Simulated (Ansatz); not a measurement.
## Pt: element substitutions

Consider Pt in the fcc (Cu type) structure (space group Fm-3m, No. 225).

```yaml
crystal:
  lattice:
    - [0.00000, 1.95913, 1.95913]
    - [1.95913, 0.00000, 1.95913]
    - [1.95913, 1.95913, 0.00000]
  atoms:
    - { symbol: Pt, position: [0.00000, 0.00000, 0.00000] }
```

Each row replaces one element on all its sites; cell and atoms are relaxed.

Level of theory: Ansatz (a first-principles code) PBEsol, no spin-orbit coupling.

For the base:

The lattice parameter a is 391.8 pm.

Task: The aim is a lattice parameter a between 335.6 pm and 358.4 pm. Which of these changes reaches it?
A. Pt → Ag
B. Pt → Pd
C. Pt → Ni

Result: C, Pt → Ni. It gives 346.3 pm; Pt → Pd gives 387.6 pm; Pt → Ag gives 405.4 pm. Changes not listed may reach it too

Other magnetic orders, which the real material may have, were not ruled out. Stability against distortions was not tested. Spin-polarised in the final run: Ni; the other runs are not.
